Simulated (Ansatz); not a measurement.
Take W in the bcc (W type) structure (space group Im-3m, No. 229; a = 3.184 Å) as the base.

Computed with PBE (Ansatz, a quantum-chemistry and plane-wave program; PAW; 420 eV plane waves; no spin-orbit coupling).

For the base:

| Property | Value |
|---|---|
| Pressure | 0.0 GPa |
| Band gap | zero |

One thing is altered: the cell is scaled by 0.9872 in all directions, atoms relaxed at fixed cell.

### Question
What does the calculation give for the energy relative to the base after the change?

### Answer
The energy rises by 24 meV/atom.

### Question
How does this affect the pressure?

### Answer
The pressure goes from zero to 12.8 GPa.

### Question
Predict the new band gap.

### Answer
The band gap stays zero.

The cells carry an imposed strain or load. Stability against distortions was not tested. All final runs are without spin polarisation.
